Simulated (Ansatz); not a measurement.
System: MgS (model structure, started from the HgTe type, Fm-3m, No. 225, 6 atoms in the cell). Method: r²SCAN (Ansatz, a program for electronic structure, plane waves, PAW).

Run with plane-wave cutoff 560 eV, 12×12×4 k mesh (along the axes of the cell as run), Fermi–Dirac smearing 0.01 eV, scalar-relativistic PAW data made under PBE.

Cell (relaxed with PBEsol):

```cif
data_Mg4S4
_chemical_formula_sum 'Mg4 S4'
_space_group_name_H-M_alt 'Fm-3m'
_space_group_IT_number 225
_space_group_name_Hall '-F 4 2 3'
_cell_length_a 5.18199
_cell_length_b 5.18199
_cell_length_c 5.18199
_cell_angle_alpha 90.000
_cell_angle_beta 90.000
_cell_angle_gamma 90.000
loop_
_atom_site_label
_atom_site_type_symbol
_atom_site_symmetry_multiplicity
_atom_site_Wyckoff_symbol
_atom_site_fract_x
_atom_site_fract_y
_atom_site_fract_z
_atom_site_occupancy
Mg1 Mg 4 b 0.50000 0.50000 0.50000 1
S1 S 4 a 0.00000 0.00000 0.00000 1
```
(The calculation used a cell of 6 atoms; values per cell refer to that cell.)

### Question
Estimate the band gap, smallest direct gap on the k points sampled and direct gap at Γ that the calculation returns.

### Answer

band gap: 3.49 eV (indirect)
smallest direct gap on the k points sampled: 4.46 eV
direct gap at Γ: 4.74 eV

Note: cell and atoms aren't relaxed at this level (pressure 1.0 GPa).

The computed numbers hold no vibrational or temperature effects.

A model structure was made by putting elements into a prototype or built by hand; here it ended with the formula and space group of a phase in our tables.
